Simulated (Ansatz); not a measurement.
Spinel CoV2O4, treated with BLYP (Ansatz, a program for electronic structure, PAW).

Settings: plane-wave cutoff 520 eV, 12×12×12 k mesh, Fermi–Dirac smearing 0.05 eV, spin-polarised with parallel moments, scalar-relativistic PAW data made under PBE.

Pressure at four volumes; x = ln(V/10.864 Å³). One pressure is withheld.

```csv
V (Å³/atom),x,P (GPa)
10.429,-0.0409,7.37
10.864,0.0000,0.00
11.081,0.0198,-3.15
11.298,0.0392,?
```

Problem. Pass a parabola P(x) through the three rows shown, estimate the bulk modulus and its pressure derivative near zero pressure, and predict the withheld pressure.

Solution. Slopes between the rows: (0.00 − (7.37))/(0.0000 − (-0.0409)) = -180.20 and (-3.15 − (0.00))/(0.0198 − (0.0000)) = -159.09 GPa. Their difference over the span 0.0607 is c = 21.11/0.0607 = 347.8 GPa, so P(x) = 7.37 + (-180.20)(x − (-0.0409)) + 347.8 (x − (-0.0409))(x − (0.0000)). At the middle row B = −dP/dx = −[-180.20 + 347.8 × 0.0409] = 166.0 GPa, and B′ = dB/dP = 2c/B = 4.2. At x = 0.0392 the parabola gives -5.97 GPa; the run gives -5.98 GPa. The Birch–Murnaghan fit to the energies at all volumes has B0 = 166 GPa and B′ = 4.3.

Note: the magnetic order was assumed, not searched for or taken from measurement; functionals without U or exact exchange can leave correlated insulators metallic, so the missing gap need not be real.
